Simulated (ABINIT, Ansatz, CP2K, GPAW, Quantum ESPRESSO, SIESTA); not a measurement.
## One structure in several programs: Sr (P6_3/mmc, 2 atoms in the cell)

Self-consistent single point.

```
Sr
1.0
    4.25862     0.00000     0.00000
   -2.12931     3.68807     0.00000
    0.00000     0.00000     6.97482
Sr
2
Cartesian
  0.00000   2.45872   1.74370
  2.12931   1.22936   5.23111
```

All programs got the same cell, k-point mesh and kind of occupations (in Ansatz's words: kpoints.mp_grid.grid = 12 12 7; scf.occupations.method = gaussian; scf.occupations.width = 0.272 eV); potentials, basis and cutoffs are each program's usual ones.

```csv
code,model,pressure (GPa),k-points,cutoff
SIESTA,"GGA PBEsol, numerical atomic orbitals DZP, PseudoDojo PBEsol standard norm-conserving potentials (rewritten from UPF to PSML)",3.78,516,grid 350 Ry
Quantum ESPRESSO,"PBEsol, GBRV 1.5 ultrasoft (PBESOL) pseudopotentials",-0.51,76,40 Ry
ABINIT,"PBEsol, norm-conserving pseudopotentials (PseudoDojo nc-sr-04 PBEsol standard)",-0.51,76,34 Ha
CP2K,"PBEsol, GPW, DZVP-MOLOPT-SR-GTH basis, GTH-PBE potentials (GTH_POTENTIALS)",-0.08,506,grid 500 Ry
GPAW,"PBEsol, GPAW PAW datasets PBEsol (made by gpaw-setup)",-0.47,76,550 eV
Ansatz,"PBEsol, PAW files made with PBE",-0.50,76,default
```

The spread over the programs that give each value: pressure within 4.29 GPa.

The starting cell comes from a database of computed structures (which also holds hypothetical and non-ambient phases and stackings), without a prior relaxation at this level. Its lattice was rescaled by a random factor within 2.5 % of one.

Why do the programs differ, and what cannot be compared?

Differences of this kind can come from the potentials, where these differ, and from what each basis and cutoff leave unconverged. The zero of total energies and Fermi levels follows the potentials and each program's conventions, so they are not compared here. SIESTA and CP2K use small atom-centred bases, whose incompleteness enters pressures, forces and empty levels differently from a plane-wave cutoff. Ansatz's pressure is given at a fixed set of plane waves, as the other plane-wave codes print theirs. The programs reduce the same mesh by symmetry to different extents, which changes the work and not the result. In the pressure, SIESTA (by 4.29) lies more than 1 GPa from the median of the plane-wave programs.

Left out of this page: Elk and FLEUR (not drawn, or without a comparable value).

Ansatz is a first-principles code.

Keys are those of Ansatz 0.2.
